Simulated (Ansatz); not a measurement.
Reference: InP (F-43m), PBEsol, rigid bands (plane waves, PAW, scalar-relativistic; Ansatz, a quantum-chemistry and plane-wave program); geometry: cell and atoms relaxed with PBEsol.

```cif
data_InP
_chemical_formula_sum 'In1 P1'
_space_group_name_H-M_alt 'P 1'
_space_group_IT_number 1
_cell_length_a 4.15694
_cell_length_b 4.15694
_cell_length_c 4.15694
_cell_angle_alpha 60.000
_cell_angle_beta 60.000
_cell_angle_gamma 60.000
loop_
_space_group_symop_operation_xyz
  'x, y, z'
loop_
_atom_site_label
_atom_site_type_symbol
_atom_site_fract_x
_atom_site_fract_y
_atom_site_fract_z
_atom_site_occupancy
In1 In 0.00000 0.00000 0.00000 1
P1 P 0.25000 0.25000 0.25000 1
```

| Property | Value |
|---|---|
| band gap | 0.57 eV |
| electron conductivity mass | 0.056 mₑ |
| Seebeck coefficient, n-type 1e19 cm⁻³ | -43 μV/K |

Problem. Replace In by B on the same sites and relax. What happens?

Solution. BP (F-43m): volume per atom 25.4 to 11.5 Å³; band gap rises (0.57 eV to 1.11 eV); electron conductivity mass rises (0.056 mₑ to 0.33 mₑ); Seebeck coefficient, n-type 1e19 cm⁻³ rises in size (-43 μV/K to -336 μV/K).

Problem. Swap In for Ga, keeping the structure type. How do these values move?

Solution. GaP (F-43m): volume per atom 25.4 to 20.1 Å³; band gap rises (0.57 eV to 1.45 eV); electron conductivity mass rises (0.056 mₑ to 0.34 mₑ); Seebeck coefficient, n-type 1e19 cm⁻³ rises in size (-43 μV/K to -332 μV/K).

Problem. Swap In for Al, keeping the structure type. How do these values move?

Solution. AlP (F-43m): volume per atom 25.4 to 20.5 Å³; band gap rises (0.57 eV to 1.45 eV); electron conductivity mass rises (0.056 mₑ to 0.33 mₑ); Seebeck coefficient, n-type 1e19 cm⁻³ rises in size (-43 μV/K to -263 μV/K).

Moves up to 5 % count as about the same. Masses are for dilute carriers at 300 K, harmonic means over directions unless an axis is named. Seebeck coefficients are for the stated density at 300 K, with one relaxation time for all states and whether or not that doping can be reached. Spin-orbit coupling is left out.
